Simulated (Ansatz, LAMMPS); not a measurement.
## Si well of 13 atomic layers along [001] in random Si0.7Ge0.3, interfaces graded over 8 layers

Cell 16.67 × 16.67 × 54.99 Å, Si587Ge133, 720 atoms. Prepared with Tersoff's 1989 multicomponent potential (SiCGe.tersoff) (LAMMPS): minimisation. 

These are PBE, support functions at accuracy medium on the grid of 370 eV (norm-conserving potentials; Ansatz, a program for electronic structure) values and carry that method's errors.

Basis: localised support functions (accuracy medium) on a full density matrix. k-points: zone centre alone; occupations: Fermi-Dirac, 0.010 eV; spin polarisation not allowed. Spin-orbit coupling is left out.

```
Quantity                                                                                            Value
----------------------------------------------  ---------------------------------------------------------
Kohn-Sham gap of the cell on its k-mesh                                                           0.41 eV
weight of the highest filled level on the well                                                       0.28
weight of the lowest empty level on the well                                                         0.90
coordination (neighbours within 2.856 Å)                                                   100.0 % 4-fold
Ge-Ge bonds, mean ± spread                                                                2.467 ± 0.007 Å
Ge-Si bonds, mean ± spread                                                                2.425 ± 0.007 Å
Si-Si bonds, mean ± spread                                                                2.383 ± 0.006 Å
bond angles, mean ± spread                                                                  109.5° ± 1.0°
pressure                                                                                        -0.95 GPa
cost of the final run                           around 27 core-minutes (rough), 15 SCF iterations, 15 GiB
```
